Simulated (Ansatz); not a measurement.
Start from AlZnInO4 (space group R3m, No. 160; a hypothetical phase, not in the database extracts checked).

```
AlZnInO4
1.0
    1.64617     0.95042     8.64071
   -1.64617     0.95042     8.64071
    0.00000    -1.90083     8.64071
In Al Zn O
1 1 1 4
Cartesian
  0.00000   0.00000  25.80512
  0.00000   0.00000   5.51812
  0.00000   0.00000  20.26257
  0.00000   0.00000   3.61780
  0.00000   0.00000  22.80063
  0.00000   0.00000   7.41291
  0.00000   0.00000  18.27132
```

Cartesian axes are those of the cell as printed.

Method: PBE, PAW, 420 eV (Ansatz, a quantum-chemistry and plane-wave program; no SOC).

Before the change:

Band gap: 1.76 eV
Pressure: 0.00 GPa
Electron mass: 0.25 mₑ (at Γ)
Gap character: indirect, T → Γ

One thing is altered: tensile biaxial strain of 4.85 % in the plane normal to [001], as in epitaxy on a mismatched substrate; the out-of-plane cell vector and the atoms relax.

### Question
How does this affect the band gap?

### Answer
The band gap shrinks by 0.446 eV (1.76 eV → 1.32 eV).

### Question
What happens to the ratio −ε⊥/ε∥?

### Answer
The ratio −ε⊥/ε∥ comes out as 0.88.

### Question
What happens to the energy relative to the base?

### Answer
The energy grows by 38 meV/atom.

### Question
What does the calculation give for the pressure after the change?

### Answer
The pressure (mean of the normal stresses, compression positive) goes from zero to -6.68 GPa.

### Question
How does this affect the electron mass?

### Answer
The electron mass changes from 0.25 mₑ (at Γ) to 0.24 mₑ out of plane, 0.22 mₑ in plane (at Γ).

### Question
What happens to the gap character?

### Answer
The gap character goes from indirect, T → Γ to indirect, H₀–L (40 % along) → Γ.

Effective masses come from finite differences of ±0.01 Å⁻¹. Whether these cells are dynamically stable was not tested.
